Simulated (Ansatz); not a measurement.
Electronic density of states of amorphous hafnium silicate (Si₂₄O₅₀Hf), density 2.49 g/cm³, on a 2×2×2 Γ-centred mesh with a Gaussian width of 0.1 eV; energies count from the Fermi level, whose place inside the gap is arbitrary. Cell and mesh are small, so fine structure isn't converged. Calculation: PBE, scalar-relativistic without spin-orbit coupling (plane waves to 420 eV, PAW; Ansatz, a program for electronic structure). Sampling: a 2×2×2 Γ-centred mesh; Fermi-Dirac width 0.02 eV; no spin polarisation. At PBE the levels at the filled edge of the gap are localised (band-tail or defect states).

It comes from a melt-quench run on a machine-learned potential (CHGNet), relaxed afterwards by DFT. O atoms were pushed apart under 1.9 Å during the dynamics, to hinder bonds among them. The hot cell started wider than the set density and was brought back towards it in steps. It is the lowest in DFT energy of 2 quenches. It is a model cell: composition and starting density were chosen by hand, and all elements were melted together. No dispersion term was used. Its density started from a set value of 2.44 and ended at 2.49 g/cm³. The quench (nominally 480 K/ps over its main leg) was far faster than any real one, so the model tends to hold more defects than a real film. One small periodic cell is one sample of the glass; other quenches scatter about these values. The volume was free in the relaxation, at fixed shape. Stress components on the final sampling reach 2.0 GPa.

```
E - EF (eV)  states/(eV atom)
-----------  ----------------
-12.00                   0.00
-11.90                   0.00
-11.80                   0.00
-11.70                   0.00
-11.60                   0.00
-11.50                   0.02
-11.40                   0.08
-11.30                   0.16
-11.20                   0.18
-11.10                   0.13
-11.00                   0.13
-10.90                   0.18
-10.80                   0.21
-10.70                   0.16
-10.60                   0.16
-10.50                   0.22
-10.40                   0.22
-10.30                   0.21
-10.20                   0.22
-10.10                   0.25
-10.00                   0.18
-9.90                    0.17
-9.80                    0.21
-9.70                    0.19
-9.60                    0.17
-9.50                    0.17
-9.40                    0.15
-9.30                    0.17
-9.20                    0.20
-9.10                    0.20
-9.00                    0.15
-8.90                    0.14
-8.80                    0.19
-8.70                    0.19
-8.60                    0.19
-8.50                    0.22
-8.40                    0.23
-8.30                    0.19
-8.20                    0.18
-8.10                    0.30
-8.00                    0.47
-7.90                    0.55
-7.80                    0.56
-7.70                    0.64
-7.60                    0.71
-7.50                    0.70
-7.40                    0.60
-7.30                    0.55
-7.20                    0.55
-7.10                    0.45
-7.00                    0.27
-6.90                    0.13
-6.80                    0.05
-6.70                    0.14
-6.60                    0.23
-6.50                    0.35
-6.40                    0.44
-6.30                    0.33
-6.20                    0.22
-6.10                    0.32
-6.00                    0.39
-5.90                    0.33
-5.80                    0.30
-5.70                    0.30
-5.60                    0.46
-5.50                    0.60
-5.40                    0.58
-5.30                    0.54
-5.20                    0.61
-5.10                    0.70
-5.00                    0.73
-4.90                    0.66
-4.80                    0.67
-4.70                    0.64
-4.60                    0.65
-4.50                    0.73
-4.40                    0.81
-4.30                    0.88
-4.20                    0.93
-4.10                    0.96
-4.00                    0.96
-3.90                    0.84
-3.80                    0.84
-3.70                    0.92
-3.60                    0.97
-3.50                    0.99
-3.40                    0.94
-3.30                    0.95
-3.20                    0.99
-3.10                    0.93
-3.00                    0.78
-2.90                    0.72
-2.80                    0.67
-2.70                    0.62
-2.60                    0.52
-2.50                    0.24
-2.40                    0.05
-2.30                    0.00
-2.20                    0.00
-2.10                    0.00
-2.00                    0.00
-1.90                    0.00
-1.80                    0.00
-1.70                    0.00
-1.60                    0.00
-1.50                    0.00
-1.40                    0.00
-1.30                    0.00
-1.20                    0.00
-1.10                    0.00
-1.00                    0.00
-0.90                    0.00
-0.80                    0.00
-0.70                    0.00
-0.60                    0.00
-0.50                    0.00
-0.40                    0.00
-0.30                    0.00
-0.20                    0.00
-0.10                    0.00
0.00                     0.00
0.10                     0.00
0.20                     0.00
0.30                     0.00
0.40                     0.00
0.50                     0.00
0.60                     0.00
0.70                     0.00
0.80                     0.00
0.90                     0.00
1.00                     0.00
1.10                     0.00
1.20                     0.00
1.30                     0.00
1.40                     0.00
1.50                     0.00
1.60                     0.00
1.70                     0.00
1.80                     0.00
1.90                     0.00
2.00                     0.00
2.10                     0.00
2.20                     0.00
2.30                     0.00
2.40                     0.01
2.50                     0.02
2.60                     0.00
2.70                     0.00
2.80                     0.02
2.90                     0.05
3.00                     0.06
3.10                     0.10
3.20                     0.11
3.30                     0.10
3.40                     0.13
3.50                     0.20
3.60                     0.17
3.70                     0.08
3.80                     0.09
3.90                     0.14
4.00                     0.15
4.10                     0.16
4.20                     0.14
4.30                     0.13
4.40                     0.13
4.50                     0.11
4.60                     0.18
4.70                     0.25
4.80                     0.20
4.90                     0.18
5.00                     0.22
5.10                     0.24
5.20                     0.22
5.30                     0.24
5.40                     0.26
5.50                     0.29
5.60                     0.31
5.70                     0.34
5.80                     0.31
5.90                     0.34
6.00                     0.38
6.10                     0.39
6.20                     0.40
6.30                     0.47
6.40                     0.52
```

The level gap on this mesh is 4.98 eV; the broadening fills part of it in the curve.
